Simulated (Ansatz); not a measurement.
Consider HgSe in the zinc blende structure (space group F-43m, No. 216; a = 6.133 Å).

All numbers come from Ansatz (a program for electronic structure), PBEsol, PAW, cutoff 420 eV, no spin-orbit coupling.

| level | lattice parameter a |
|---|---|
| PBEsol | 6.133 Å |

Q: What does experiment give, and how far off is each level?

A: Measured: lattice parameter a 6.085 Å (room temperature; as listed in Cardona et al., arXiv (2009)). Computed minus measured — lattice parameter a: PBEsol +0.8 %. Measured values not marked as corrected hold thermal and zero-point effects that the static-lattice runs lack.

Whether these cells are dynamically stable was not tested. The final runs are not spin-polarised.
